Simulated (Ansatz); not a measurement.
The starting structures come from a database of crystals and need not be the phases stable at ambient conditions.

 Where the default PAW files enter, the runs use the earlier of Ansatz's two default sets.

The decay constant κ of evanescent states in the gap governs leakage through a thin film.

Consider the following.

```
Tl2F6Si
1.0
    6.17256     0.00000     0.00000
    0.00000     8.72932     0.00000
    3.08628     4.36466     3.08628
Tl Si F
2 1 6
Direct
  0.50000   0.25000   0.00000
  0.50000   0.75000   0.00000
  0.00000   0.00000   0.00000
  0.00000   0.19702   0.00000
  0.00000   0.80298   0.00000
  0.00000   0.19702   0.60596
  0.00000   0.80298   0.39404
  0.39404   0.19702   0.60596
  0.60596   0.80298   0.39404
```

Space group of this cell: Fm-3m. The cell was relaxed by PBE-D3(BJ); by r2SCAN its mean pressure is -3.4 GPa.

Transport runs along the normal of the first two printed cell vectors, the (110) plane of the conventional cell.

The gap is the functional's own. No spin-orbit coupling. Mid-gap values are interpolated on the energy grid.

### Question
Estimate the band gap and the smallest decay constant κ at mid-gap that r2SCAN (Ansatz, a first-principles code) returns for this system.

### Answer
Gap 5.51 eV on a 10×10×10 mesh; κ = 0.448 1/Å, at (0.500, 0.000) of the in-plane reciprocal vectors. At the zone centre, at the nearest computed energy, the slowest state has κ = 0.52 1/Å.
